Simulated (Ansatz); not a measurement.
**Converging the k-point mesh: BW2 (I4, 6 atoms in the cell)**

```yaml
crystal:
  lattice:
    - [-2.76967, 2.76967, 2.37102]
    - [2.76967, -2.76967, 2.37102]
    - [2.76967, 2.76967, -2.37102]
  atoms:
    - { symbol: B, position: [0.26054, 0.26054, 0.00000] }
    - { symbol: B, position: [0.75000, 0.75000, 0.00000] }
    - { symbol: W, position: [0.67031, 0.82969, 0.50000] }
    - { symbol: W, position: [0.32969, 0.17031, 0.50000] }
    - { symbol: W, position: [0.82969, 0.32969, 0.15938] }
    - { symbol: W, position: [0.17031, 0.67031, 0.84062] }
```

Computed with PBEsol, default PAW files made with PBE (plane waves; Ansatz, a first-principles code).

Base settings: basis.ecutwfc = 30.9 Ry; kpoints.mp_grid.grid = 8 8 8; hamiltonian.xc = pbesol; hamiltonian.pseudopotentials = {kind: paw} (the program's default PAW files); scf.occupations.method = gaussian; scf.occupations.width = 0.0073 Ry.

The second cell is the first with its lattice scaled by 0.98.

Only quantities that move along the ladder and can be compared are tabulated.

The count of work is k-points × plane waves × bands × iterations; it is no time. 

The starting cell comes from a database of computed structures (which also holds hypothetical and non-ambient phases and stackings), without a prior relaxation at this level. Its lattice was rescaled by up to half a per cent. One atom was moved a little off its site on purpose. Spin polarisation is off. Ansatz's pressure includes its estimate of the finite-basis (Pulay) stress.

| kpoints.mp_grid.grid | free energy less the last step's (meV/atom) | energy of the compressed cell less the first (meV/atom) | pressure (GPa) | largest difference of a force vector from the last step's (eV/Å) | count of work / last |
|---|---|---|---|---|---|
| 2 2 2 | 50.27 | 59.09 | 1.67 | 0.565 | 0.0028 |
| 3 3 3 | -26.46 | 43.85 | -1.39 | 0.139 | 0.0043 |
| 4 4 4 | -0.51 | 52.30 | 0.30 | 0.150 | 0.0100 |
| 6 6 6 | -1.61 | 52.82 | 0.46 | 0.079 | 0.026 |
| 8 8 8 | 1.11 | 52.64 | 0.44 | 0.064 | 0.056 |
| 9 9 9 | -0.28 | 52.52 | 0.37 | 0.010 | 0.075 |
| 11 11 11 | -0.45 | 52.36 | 0.35 | 0.011 | 0.13 |
| 16 16 16 | 0.02 | 52.43 | 0.38 | 0.001 | 0.39 |
| 18 18 18 | -0.02 | 52.40 | 0.37 | 0.001 | 0.56 |
| 22 22 22 | 0.00 | 52.41 | 0.37 | 0.000 | 1.0 |

Coarsest kpoints.mp_grid.grid that holds the energy of the compressed cell less the first within 0.5 meV/atom of the last step, with all finer ones: 4 4 4, at 0.0100 of the last step's count of work; the step before is off by 8.6 meV/atom.

Coarsest kpoints.mp_grid.grid that holds the pressure within 0.5 GPa of the last step, with all finer ones: 4 4 4, at 0.0100 of the last step's count of work; the step before is off by 1.8 GPa.

Coarsest kpoints.mp_grid.grid that holds the free energy within 5 meV/atom of the last step, with all finer ones: 4 4 4, at 0.0100 of the last step's count of work; the step before is off by 26 meV/atom.

The energy difference between the two cells stays within 1 meV/atom of the last step's from 4 4 4 on, the total only from 9 9 9 on: much of the error is common to both cells and cancels.

Keys are those of Ansatz 0.2.
